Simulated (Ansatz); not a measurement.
Seebeck coefficient (μV/K, mean over directions) of n-type Cs2PdF6 (Fm-3m) against carrier density, Ansatz (a program for electronic structure) with PBEsol, rigid bands. Computed gap 2.33 eV; densities at which minority carriers matter at this gap, or further valleys turn the trend, are left out. Conductivity mass 4.9 mₑ (harmonic mean over directions), N_c = 5.8e20 cm⁻³ at 300 K.

```tsv
electron density	300 K	500 K
1e16 cm⁻³	-1130	-1176
1e17 cm⁻³	-932	-977
1e18 cm⁻³	-733	-779
3e18 cm⁻³	-639	[?]
1e19 cm⁻³	-535	-581
3e19 cm⁻³	-441	-486
1e20 cm⁻³	-338	-382
3e20 cm⁻³	[?]	-288
1e21 cm⁻³	-148	[?]
```

Q: What belongs in the gaps?

A: 
- 3e18 cm⁻³, 500 K: -684
- 3e20 cm⁻³, 300 K: -245
- 1e21 cm⁻³, 500 K: -185

Rigid bands with a gap fixed in temperature, one relaxation time for all states, no polarons or phonon drag, and whether or not such doping can be reached. Spin-orbit coupling is left out.

Formula and space group known from diffraction (Crystallography Open Database), not checked to be the room-temperature form: Cs2PdF6 (Fm-3m).
